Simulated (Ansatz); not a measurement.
Nb2GaC (P6₃/mmc, No. 194, 8 atoms in the cell; start mp-1079546) was calculated with LDA (Ansatz, a program for electronic structure, PAW).

The input as run:

Ansatz 0.2 input:
```yaml
crystal:
  lattice:
    - [3.1231631667, 0.0, 0.0]
    - [-1.5615815834, 2.7047386425, 0.0]
    - [0.0, 0.0, 13.4291836199]
  atoms:
    - { symbol: Nb, position: [0.6666666667, 0.3333333333, 0.909758903] }
    - { symbol: Nb, position: [0.3333333333, 0.6666666667, 0.090241097] }
    - { symbol: Nb, position: [0.3333333333, 0.6666666667, 0.409758903] }
    - { symbol: Nb, position: [0.6666666667, 0.3333333333, 0.590241097] }
    - { symbol: Ga, position: [0.6666666667, 0.3333333333, 0.25] }
    - { symbol: Ga, position: [0.3333333333, 0.6666666667, 0.75] }
    - { symbol: C, position: [0.0, 0.0, 0.0] }
    - { symbol: C, position: [0.0, 0.0, 0.5] }
basis:
  ecutwfc: 520
  ecutrho_ratio: 4
  xc_grid: 2
kpoints:
  mp_grid: { grid: [24, 24, 4] }
hamiltonian:
  xc: lda
  dispersion: none
  pseudopotentials: { kind: paw }
scf:
  occupations: { method: fermi_dirac, width: 0.05 }
output:
  forces: true
  stress: true
  eigenvalues: true
relax:
  f_tol: 0.004
  escape_saddle: false
  max_steps: 80
  cell: { stress_tol: 0.02, fix: [volume] }
```

From the output:

```
Relaxation: its limit of steps is 80 (relax.max_steps)
Crystal: 8 atoms, lattice volume = 113.441 Å³
Basis set: ecut = 520 eV, 3067 PW (Γ), exchange–correlation on 48×48×200 points (8 copies of the dense FFT grid, shifted against one another)
Bands: 52, of which v1, the nominal top of the filled ones, is band 43 counted from 1 (42 counted from 0)
Symmetry: 24 space group operations
Space group: P63/mmc (ITA 194), of the structure as read, at distance tolerance 4.8e-5 Å
k-points: 183 of 2304
Functional: x = slater, c = lda
SCF iter   1: F=—  HF=-25675.168908 eV  |F-HF|=—  |Δ(HF+E_count)|=         —  Δρ=6.89e-3  dr2=2.00e-2
SCF iter   2: F=—  HF=-25675.165229 eV  |F-HF|=—  |Δ(HF+E_count)|=   3.68e-3  Δρ=3.78e-3  dr2=7.50e-3
  ...
SCF 1 converged in 7 iterations: F = -25675.163519 eV  dr2 = 1.20e-8
Crystal: 8 atoms, lattice volume = 113.441 Å³
Initial density: handed on by an earlier stage of this run
SCF 2 converged in 6 iterations: F = -25675.166010 eV  dr2 = 4.89e-7
Crystal: 8 atoms, lattice volume = 113.441 Å³
SCF 3 converged in 6 iterations: F = -25675.167705 eV  dr2 = 8.82e-8
Crystal: 8 atoms, lattice volume = 113.441 Å³
SCF 4 converged in 6 iterations: F = -25675.167707 eV  dr2 = 2.76e-11
Crystal: 8 atoms, lattice volume = 113.441 Å³
SCF iter   6: F=-25675.167707 eV  HF=-25675.167707 eV  |F-HF|=3.64e-12  |Δ(HF+E_count)|=    0.00e0  Δρ=3.16e-9  dr2=2.82e-14
SCF iter   7: F=-25675.167707 eV  HF=-25675.167707 eV  |F-HF|=1.09e-11  |Δ(HF+E_count)|=  7.28e-12  Δρ=8.52e-10  dr2=3.39e-15
SCF 5 converged in 7 iterations: F = -25675.167707 eV  dr2 = 3.39e-15
SCF converged after 7 iterations
Free energy (F): -25675.167707 eV
Internal energy: -25675.138665 eV  (E = F + TS)
E sigma→0 (E₀):  -25675.153186 eV
Fermi energy:    16.084715 eV
--- Forces (eV/Å), atoms counted from 1 ---
  atom   1  Nb     0.00000000     0.00000000     0.00042109
  atom   2  Nb    -0.00000000    -0.00000000    -0.00042109
  atom   3  Nb    -0.00000000    -0.00000000     0.00042109
  atom   4  Nb     0.00000000     0.00000000    -0.00042109
  atom   5  Ga     0.00000000     0.00000000     0.00000000
  atom   6  Ga    -0.00000000    -0.00000000     0.00000000
  atom   7  C     -0.00000000     0.00000000     0.00000000
  atom   8  C      0.00000000     0.00000000     0.00000000
--- Stress (GPa, compression-positive) ---
       -3.789599      -0.000000       0.000000
       -0.000000      -3.789599       0.000000
        0.000000       0.000000      -3.782724
  P = ⅓ Tr σ = -3.7873 GPa (-37.873 kbar)
```

The cell is one volume of an energy–volume scan, off the minimum.

The PAW data were made under PBE.

Note: the run has no spin polarisation, so it can have missed a magnetic state. Note: the relaxation could not lower the start's symmetry, so the cell can be a saddle point above a distorted one.

A start named mp-… is a Materials Project structure, which need not be a measured phase.
